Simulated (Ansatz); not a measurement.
Take a 12-atom supercell of Mg2Sn (space group Fm-3m, No. 225; a = 6.746 Å) at its relaxed geometry as the base.

The values are results of PBEsol (Ansatz, a program for electronic structure), no SOC, not measurements.

One neutral defect a cell, atoms relaxed at fixed cell.

One change was made to it. Results:

| quantity | base | after |
|---|---|---|
| largest displacement of a host atom from its site in the perfect cell | – | 0.06 Å |
| pressure | 0.0 GPa | 3.6 GPa |

Name the change that was made.
A. Mg interstitial (started 2.64 Å from the nearest host atom), symmetric start
B. Mg on a Sn site (antisite)
C. Sn interstitial (started 2.92 Å from the nearest host atom)

C, Sn interstitial (started 2.92 Å from the nearest host atom). For comparison, the pressure in the other runs: Mg interstitial (started 2.64 Å from the nearest host atom), symmetric start gives 2.2 GPa; Mg on a Sn site (antisite) gives 0.9 GPa.

In so small a cell the defect repeats every few ångströms: this is an ordered compound, not a dilute defect. Defects with a symmetric start kept the site's symmetry and may sit on a saddle; the others started slightly shaken.
